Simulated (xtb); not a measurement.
xtb 6.7.1, GFN2-xTB: Ge(H)2(SiH3)2 ([SiH3][GeH2][SiH3]), 11 atoms. The geometry is a generated start, not checked to be a minimum at this level.

- method: GFN2-xTB
- --acc: 1 (default)
- --etemp (K): 300 (default)
- detailed input (--input): none: ANC optimiser, Lindh (1995) Hessian, microcycle=20, maxdispl=1.0, hlow=0.01 (default)
- basis functions: 38
- valence electrons: 20

```xyz
11

Ge    -0.0171    -0.4598    -0.6698
Si     2.0007     0.5280     0.0011
Si    -1.9843    -0.1354     0.5641
H      0.2046    -1.9520    -0.8570
H     -0.2862    -0.0994    -2.1203
H      2.4921     1.4909    -0.9853
H      1.7929     1.2480     1.2621
H      3.0470    -0.4698     0.2292
H     -2.6185    -1.3997     0.9393
H     -2.9658     0.6668    -0.1672
H     -1.6653     0.5824     1.8038
```

The structure is relaxed from this start with --opt LEVEL for the levels crude, sloppy, loose, lax, normal, tight, vtight, extreme, once each. Up to the end of the extreme run atoms move by at most 1.00 Å along an axis.

Task: Choose the cheapest level whose final energy lies within 1 meV of that of extreme.

Result: vtight: 71 cycles against 83, ending 0.074 meV above.

```tsv
level	cycles	energy above the extreme run (meV)	gradient norm (eV/Å)
crude	1	7.4	0.053
sloppy	1	7.4	0.053
loose	1	7.4	0.053
lax	1	7.4	0.053
normal	1	7.4	0.053
tight	7	7.3	0.021
vtight	71	0.074	0.036
extreme	83	—	0.036
```
